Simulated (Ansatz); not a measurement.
Cost and result by functional for the surface energy of the (111) surface of fcc Rh in its 1x1 cell, outermost plane spacing 2.21 Å in the ideal cut, in Ansatz (plane waves, PAW). Single points on the PBE structure, on one kind of machine; costs are rough ratios of the slab run's core time (references not counted) to the cheapest single point. r2SCAN's cost holds its higher cutoff (500 against 420 eV). Differences are taken against r2SCAN for comparison alone: no measured value is at hand, so the table doesn't rank accuracy.

Slab: 6 atoms, 11.1 Å thick at the start; k 16x16x1, smearing 0.1 eV, dipole-corrected; all atoms relaxed; symmetry of the start imposed; no spin, no spin-orbit, no U. These notes are the PBE run's.

```csv
functional,relative cost,surface energy (J/m²),less r2SCAN (J/m²)
RPBE,1,1.82,-0.47
LDA,1,2.64,0.35
PBEsol,1,2.45,0.17
r2SCAN,2,2.29,0.00
PBE (the relaxed run's value),–,2.06,-0.23
```

The values span 0.82 J/m², while the single points' costs differ by a factor of roughly 2. Differences are of unrounded values.

Ansatz is a quantum-chemistry and plane-wave program.
